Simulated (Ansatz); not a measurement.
System: Co2Si (Pnma, No. 62). Method: PBEsol (Ansatz, an electronic-structure program, PAW).

Settings: plane-wave cutoff 500 eV, 8×10×6 k mesh (along the axes of the cell as run), Fermi–Dirac smearing 0.05 eV, spin-polarised start, scalar-relativistic PAW data made under PBE.

Computed at the level's own relaxed cell.

Question: Predict the equilibrium volume per atom.

Answer: 
equilibrium volume per atom: 10.25 Å³/atom

The run finds no gap.

Note: the magnetic order was assumed, not searched for or taken from measurement; the volume lies 6 % below that of the published cell.
